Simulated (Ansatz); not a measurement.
The parent structure is LiF in the rock salt structure (space group Fm-3m, No. 225).

```
LiF
1.0
    0.00000     2.00393     2.00393
    2.00393     0.00000     2.00393
    2.00393     2.00393     0.00000
Li F
1 1
Direct
  0.00000   0.00000   0.00000
  0.50000   0.50000   0.50000
```

Cartesian axes are those of the cell as printed.

Level of theory: PBEsol/PAW in Ansatz (an electronic-structure program), no spin-orbit coupling.

Strains are applied to the cell and any free atomic positions relax.

One change was made to it. Results:

| quantity | base | after |
|---|---|---|
| electron mass | 0.88 mₑ (at Γ) | 0.89 mₑ (at Γ) |
| band gap | 9.05 eV | 9.17 eV |

Q: Name the change that was made.
A. uniaxial strain ε_zz = −2.50 %
B. uniaxial strain ε_zz = −1.00 %
C. uniaxial strain ε_zz = −1.50 %
D. uniaxial strain ε_zz = +1.50 %

A: C, uniaxial strain ε_zz = −1.50 %. For comparison, the band gap in the other runs: uniaxial strain ε_zz = −1.00 % gives 9.13 eV; uniaxial strain ε_zz = −2.50 % gives 9.26 eV; uniaxial strain ε_zz = +1.50 % gives 8.90 eV.

Effective masses come from finite differences of ±0.01 Å⁻¹. Stability against distortions was not tested.
